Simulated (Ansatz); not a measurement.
Base system: BAs in the rock salt structure (space group Fm-3m, No. 225; a = 4.5687 Å; a hypothetical phase, not in the database extracts checked; relaxed with 0.1 eV smearing). Axes: x, y, z lie along the cube axes.

All numbers come from DFT with PBEsol, PAW potentials and a 420 eV plane-wave cutoff in Ansatz (a first-principles code), spin-orbit coupling left out.

It is then changed as follows: a pure shear with ε_xz = ε_zx = 0.0369; the atoms relax in the strained cell.

Question: Predict the stress tensor and what it implies for the stiffness.

Answer: Stress of the strained cell less that of the base (GPa, compression positive):
```
    1.1     0.0    -4.7
    0.0    -1.7     0.0
   -4.7     0.0     1.1
```

Then −Δσ/γ with γ = 2ε = 0.0738 gives secant stiffness values (nonlinear terms included at this strain): C55 ≈ 63 GPa.

As a check, the harmonic strain energy −½ V₀ Δσ:ε is 13 meV/atom; the computed energy rise is 13 meV/atom.

Whether these cells are dynamically stable was not tested. The final runs are not spin-polarised.
